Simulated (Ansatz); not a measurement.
# What holes 2.0×10^21 cm⁻³ does to MoSe2

Base system: MoSe2 (space group P6_3/mmc, No. 194; a = 3.277 Å, c = 12.731 Å; layered, stacked along the Cartesian z axis).

The change: 0.237 holes added to each cell, a density of 2.0×10^21 cm⁻³, with a uniform compensating background at fixed cell and a 300 K Fermi–Dirac width.

Calculations: PBE-D3(BJ) in Ansatz (plane waves to 420 eV, PAW, no spin-orbit coupling), earlier PAW set. k-mesh 16×16×4 (Γ-centred); smearing 0.0259 eV (Fermi–Dirac).

```csv
quantity,base,changed,shift
gap between the host's bands,0.74 eV,0.77 eV,+0.03 eV
gap character,"indirect, Γ → k = (0.188, 0.188, 0) in the run's primitive reciprocal basis","indirect, Γ → k = (0.188, 0.188, 0) in the run's primitive reciprocal basis",–
Fermi level relative to the doped band's edge (positive inside the band; to 0.05 eV),–,+0.40 eV,–
```

Final structure:

```
MoSe2
1.0
    3.27700     0.00000     0.00000
   -1.63850     2.83796     0.00000
    0.00000     0.00000    12.73101
Mo Se
2 4
Direct
  0.33333   0.66667   0.25000
  0.66667   0.33333   0.75000
  0.33333   0.66667   0.61873
  0.66667   0.33333   0.11873
  0.66667   0.33333   0.38127
  0.33333   0.66667   0.88127
```
Cell charge +0.236797.

Carriers are added with a uniform compensating background; total energy and stress of such cells depend on the potential's zero and are not compared; many-body gap narrowing is missing at this level. Whether these cells are dynamically stable was not tested.

Ansatz is a quantum-chemistry and plane-wave program.
